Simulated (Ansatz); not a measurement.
## What isotropic strain −4.40 % does to MgS

Start from MgS in the rock salt structure (space group Fm-3m, No. 225; a = 5.230 Å).

It is then changed as follows: every lattice vector is shortened by 4.40 %, atoms relaxed at fixed cell.

The values are results of PBE (Ansatz, a quantum-chemistry and plane-wave program, PAW, no spin-orbit coupling), not measurements. Settings: 11×11×11 k-points, 0.05 eV Fermi–Dirac smearing.

* **Volume per atom**: 15.62 Å³ (base 17.88 Å³)
* **Space group**: Fm-3m (No. 225) (base Fm-3m (No. 225))
* **Shortest interatomic distance**: 2.500 Å (base 2.615 Å)
* **Energy relative to the base (free energy F)**: +83 meV/atom
* **Pressure**: 13.15 GPa (base 0.00 GPa)
* **Band gap**: 3.03 eV (base 2.76 eV)
* **Gap character**: indirect, Γ → X (base indirect, Γ → X)
* **Width of the top valence band**: 2.71 eV (base 2.31 eV)
* **Electron mass**: 0.55 mₑ along k, 0.30 mₑ across (at X) (base 0.52 mₑ along k, 0.29 mₑ across (at X))
* **Hole mass (degenerate bands, along [100])**: 0.27, 0.83, 0.83 mₑ (at Γ) (base 0.25, 0.97, 0.97 mₑ (at Γ))

Final structure:

```
CELL_PARAMETERS angstrom
      0.00000     2.49980     2.49980
      2.49980     0.00000     2.49980
      2.49980     2.49980     0.00000
ATOMIC_POSITIONS crystal
  S  0.00000 0.00000 0.00000
  Mg 0.50000 0.50000 0.50000
```

Effective masses come from finite differences of ±0.01 Å⁻¹. Along k means along the line from Γ to the band edge. Stability against distortions was not tested.
